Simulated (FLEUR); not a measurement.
A self-consistent single point of GaCuSeS (I2_12_12_1, 8 atoms in the cell) with FLEUR.

Method: PBEsol, all-electron FLAPW (FLEUR), scalar-relativistic valence.

The change in words: lattice scaled by 0.98. Reference geometry:
```yaml
crystal:
  lattice:
    - [-2.73550, 2.73909, 5.43389]
    - [2.73550, -2.73909, 5.43389]
    - [2.73550, 2.73909, -5.43389]
  atoms:
    - { symbol: Ga, position: [0.13037, 0.88037, 0.25000] }
    - { symbol: Ga, position: [0.36963, 0.61963, 0.75000] }
    - { symbol: Cu, position: [0.63620, 0.38620, 0.25000] }
    - { symbol: Cu, position: [0.86380, 0.11380, 0.75000] }
    - { symbol: Se, position: [0.25000, 0.49201, 0.24201] }
    - { symbol: Se, position: [0.75000, 0.00799, 0.25799] }
    - { symbol: S, position: [0.49942, 0.25000, 0.74942] }
    - { symbol: S, position: [0.00058, 0.75000, 0.75058] }
```

Reference input (self-consistent single point, DFT, PBEsol, all-electron FLAPW (FLEUR), scalar-relativistic valence): Kmax = 4.6 1/bohr; GmaxXC = 13.8 1/bohr; xcFunctional = PBEs; jspins = 1; l_soc = F; mode = hist; fermiSmearingEnergy = 0.00073499 Htr; mesh (inpgen div1-3) = 3 3 3; inpgen gamma flag = false; Gmax = 13.8 1/bohr; numbands = 0; maxIterBroyd = 25. This run's input differs from it in these lines:

```diff
@@ -3,5 +3,5 @@
 &input film=f /
--5.1693458139 5.1761299307 10.2685638913
-5.1693458139 -5.1761299307 10.2685638913
-5.1693458139 5.1761299307 -10.2685638913
+-5.0659588976 5.0726069541 10.0631922356
+5.0659588976 -5.0726069541 10.0631922356
+5.0659588976 5.0726069541 -10.0631922356
 1.0
@@ -50,5 +50,5 @@
          <bravaisMatrix>
-            <row-1>   -5.1693458138999997     5.1761299307000002    10.2685638912999995</row-1>
-            <row-2>    5.1693458138999997    -5.1761299307000002    10.2685638912999995</row-2>
-            <row-3>    5.1693458138999997     5.1761299307000002   -10.2685638912999995</row-3>
+            <row-1>   -5.0659588975999998     5.0726069541000003    10.0631922356000008</row-1>
+            <row-2>    5.0659588975999998    -5.0726069541000003    10.0631922356000008</row-2>
+            <row-3>    5.0659588975999998     5.0726069541000003   -10.0631922356000008</row-3>
          </bravaisMatrix>
```

Output (repeated stretches shortened):

```
 Iteration:     1   Distance:      17.36164885 me/bohr^3
 Iteration:     2   Distance:      11.29462639 me/bohr^3
 Iteration:     3   Distance:       7.16536560 me/bohr^3
 Iteration:     4   Distance:       7.17508823 me/bohr^3
 Iteration:     5   Distance:       3.04087118 me/bohr^3
   [... 12 lines left out ...]
 Iteration:    18   Distance:       0.00005365 me/bohr^3
 Iteration:    19   Distance:       0.00004087 me/bohr^3
 Iteration:    20   Distance:       0.00001162 me/bohr^3
 Iteration:    21   Distance:       0.00000283 me/bohr^3
 Reset of history
 Run finished successfully
 Stop message:
   Structural relaxation: new displacements generated

[file out, last iteration]
             iter=     22
[...]
          total density-effective poten   -2.0476410959E+04
          total charge density-energy d   -5.0391535341E+02
 Updated energy parameters for spin:           1
[...]
 fermi energy and band-weighting factors:

[...]
FERMIE:
          first approx. to ef    (T=0)  :   0.235430 htr   (energy of the highest occ. eigenvalue)
          number of occ. states  (T=0)  :        368
          first approx. to seigv (T=0)  : -34.363235 htr
          sum of weights of occ. states :  46.000000
          sum of semicore charge        :   0.000000 e
FERHIS:  Fermi-Energy by histogram:
          bandgap                     :   0.023686 htr
   [... lines left out ...]
          charge neutrality (T=0)     :   0.000000    (zero if the highest occ. eigenvalue is "entirely" occupied)
 Direct bandgap for spin            1 :    2.3685726824851011E-002  Htr
 ---->    free energy=                    -12847.1707066559 htr
   [... lines left out ...]
 TOTAL FORCE FOR ATOM TYPE=  2  X=  5.066   Y= -2.536   Z= -2.290
                       FX_TOT= 0.000000 FY_TOT= 0.000000 FZ_TOT= 0.002434
 TOTAL FORCE FOR ATOM TYPE=  3  X=  2.452   Y=  0.000   Z=  5.032
                       FX_TOT=-0.004634 FY_TOT= 0.000000 FZ_TOT= 0.000000
 TOTAL FORCE FOR ATOM TYPE=  4  X= -2.533   Y= -0.006   Z= 10.063
                       FX_TOT= 0.000000 FY_TOT= 0.004229 FZ_TOT= 0.000000
```

The run converged in 21 iterations. FLEUR gives forces in its relaxation mode, with a further iteration, so its stop message speaks of a relaxation. Against the reference run the free energy rises by 4.1 meV/atom and the gap on the mesh goes from 0.347 to 0.645 eV.

The starting cell comes from a database of computed structures (which also holds hypothetical and non-ambient phases and stackings), without a prior relaxation at this level. For this run, on top of that: lattice scaled by 0.98. Values depend on the basis (sphere radii, cutoffs, local orbitals), which need not be converged.

Cost on one core of a shared machine: roughly 8 min.
